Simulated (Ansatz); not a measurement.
Results of LDA in Ansatz (PAW) for B20 (FeSi-type) CoSi.

Settings: plane-wave cutoff 520 eV, 14×14×14 k mesh, Fermi–Dirac smearing 0.021 eV (set by the program), no spin polarisation, scalar-relativistic PAW data made under PBE.

Computed at the level's own relaxed cell.

Elastic tensor (GPa, Voigt notation, ions relaxed):

```
  425.9   169.2   169.2     0.0     0.0     0.0
  169.2   425.9   169.2     0.0     0.0     0.0
  169.2   169.2   425.9     0.0     0.0     0.0
    0.0     0.0     0.0   136.9     0.0     0.0
    0.0     0.0     0.0     0.0   136.9     0.0
    0.0     0.0     0.0     0.0     0.0   136.9
```

Q: Work out the Voigt, Reuss and Hill averages of the bulk and shear moduli, Young's modulus and Poisson's ratio from the printed constants.

A: K_V = [C11 + C22 + C33 + 2(C12 + C13 + C23)]/9 = [1277.7 + 2 × 507.6]/9 = 254.8 GPa. G_V = [1277.7 − 507.6 + 3 × 410.7]/15 = 133.5 GPa. From the compliances S = C⁻¹, K_R = 254.8 and G_R = 133.3 GPa. Hill means: K = 254.8, G = 133.4 GPa. E = 9KG/(3K + G) = 341 GPa, ν = (3K − 2G)/(6K + 2G) = 0.28, K/G = 1.91.

Static lattice: no zero-point or thermal effects.

Ansatz is a program for electronic structure.
